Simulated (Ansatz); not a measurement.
This Ansatz (a quantum-chemistry and plane-wave program) input is the reference run, a 16-atom supercell of NbAs (space group I4_1md, No. 109) at its relaxed geometry, computed with PBEsol (Ansatz; PAW; 420 eV plane waves; no spin-orbit coupling):

Ansatz 0.2 input:
```yaml
crystal:
  lattice:
    - [-1.7196725138, 1.7196725138, 5.7964841833]
    - [6.8786900552, 0, 0]
    - [0, 6.8786900552, 0]
  atoms:
    - { symbol: Nb, position: [0.9974824644, 0.4993706161, 0.5006293839] }
    - { symbol: Nb, position: [0.9974824644, 0.9993706161, 0.5006293839] }
    - { symbol: Nb, position: [0.9974824644, 0.4993706161, 0.0006293839] }
    - { symbol: Nb, position: [0.9974824644, 0.9993706161, 0.0006293839] }
    - { symbol: Nb, position: [0.4974824644, 0.1243706161, 0.1256293839] }
    - { symbol: Nb, position: [0.4974824644, 0.6243706161, 0.1256293839] }
    - { symbol: Nb, position: [0.4974824644, 0.1243706161, 0.6256293839] }
    - { symbol: Nb, position: [0.4974824644, 0.6243706161, 0.6256293839] }
    - { symbol: As, position: [0.8345175356, 0.2086293839, 0.7913706161] }
    - { symbol: As, position: [0.8345175356, 0.7086293839, 0.7913706161] }
    - { symbol: As, position: [0.8345175356, 0.2086293839, 0.2913706161] }
    - { symbol: As, position: [0.8345175356, 0.7086293839, 0.2913706161] }
    - { symbol: As, position: [0.3345175356, 0.3336293839, 0.9163706161] }
    - { symbol: As, position: [0.3345175356, 0.8336293839, 0.9163706161] }
    - { symbol: As, position: [0.3345175356, 0.3336293839, 0.4163706161] }
    - { symbol: As, position: [0.3345175356, 0.8336293839, 0.4163706161] }
basis: { ecutwfc: 420, ecutrho_ratio: 4, xc_grid: 2, fft_grid_basis: typed }
kpoints: { mp_grid: { grid: [6, 5, 5] } }
hamiltonian:
  xc: pbesol
  dispersion: none
  pseudopotentials: { kind: paw }
scf: { occupations: { method: fermi_dirac, width: 0.05 }, convergence: { dr2_threshold: 0.0000000016 } }
output: { forces: true, stress: true }
checkpoint: { write: state.ck, write_every: 1000 }
```

Task: Write the input for this change: a neutral As vacancy, atoms relaxed at fixed cell, starting from a slightly rattled geometry.

Result: 
Ansatz 0.2 input:
```yaml
crystal:
  lattice:
    - [-1.7196725138, 1.7196725138, 5.7964841833]
    - [6.8786900552, 0, 0]
    - [0, 6.8786900552, 0]
  atoms:
    - { symbol: Nb, position: [0.9985247466, 0.4974770728, 0.4981714335] }
    - { symbol: Nb, position: [0.9971998208, 0.9967861531, 0.4997264802] }
    - { symbol: Nb, position: [0.9983400165, 0.4975533128, -0.0005243169] }
    - { symbol: Nb, position: [0.9977371985, 1.0004361453, 0.0017663461] }
    - { symbol: Nb, position: [0.5024547984, 0.1232062566, 0.1290176212] }
    - { symbol: Nb, position: [0.4950728287, 0.628027531, 0.1238691599] }
    - { symbol: Nb, position: [0.5008715869, 0.1280976936, 0.6262508065] }
    - { symbol: Nb, position: [0.491420908, 0.623030928, 0.6260071105] }
    - { symbol: As, position: [0.8309363355, 0.709304907, 0.7923285423] }
    - { symbol: As, position: [0.8380583534, 0.2103064637, 0.2895328865] }
    - { symbol: As, position: [0.8322277502, 0.7081619971, 0.2884143966] }
    - { symbol: As, position: [0.3312242218, 0.325911068, 0.9151547038] }
    - { symbol: As, position: [0.3324007806, 0.8353903104, 0.9136584261] }
    - { symbol: As, position: [0.3399409129, 0.3364907977, 0.4185628693] }
    - { symbol: As, position: [0.3348079032, 0.8347032788, 0.4151615493] }
basis: { ecutwfc: 420, ecutrho_ratio: 4, xc_grid: 2, fft_grid_basis: typed }
kpoints: { mp_grid: { grid: [6, 5, 5] } }
hamiltonian:
  xc: pbesol
  dispersion: none
  pseudopotentials: { kind: paw }
scf: { occupations: { method: fermi_dirac, width: 0.05 }, convergence: { dr2_threshold: 0.0000000015 } }
relax: { f_tol: 0.02, max_steps: 45 }
output: { forces: true, stress: true }
checkpoint: { write: state.ck, write_every: 1000 }
```
This is the input that was run; other choices of cell and start would serve too.

In so small a cell the defect repeats every few ångströms: this is an ordered compound, not a dilute defect. The final runs are not spin-polarised. The defect cell is not spin-polarised.
